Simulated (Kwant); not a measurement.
Device: wire with a row of barriers in a GaAs two-dimensional gas. Effective mass 0.067 mₑ, grid spacing 15 nm, hard walls, nominal width 300 nm (19 grid rows, so walls 300 nm apart), one parabolic valley, scattering region 1500 nm long along x; energies count from the band bottom; Fermi energy swept from 4.9888e-05 to 0.00059242 eV. 3 barrier(s) across the wire, height 0.0008 eV, thickness 60 nm (about 4 grid columns), spaced by 90 nm.

The device is made up for the run: typed textbook-type constants, with dimensions and the other settings drawn at random.

Model: effective-mass tight-binding model on a square grid, one spin, coherent transport at 0 K (Kwant). Conductance is in e²/h.

Q: How many channels do the leads carry at E = 0.343, 0.483 meV?

A: The hard-wall thresholds are n² ħ²π²/(2mW²) = n² × 0.0624 meV with W = 300 nm. √(0.343/0.0624) = 2.35, so 2. √(0.483/0.0624) = 2.78, so 2.
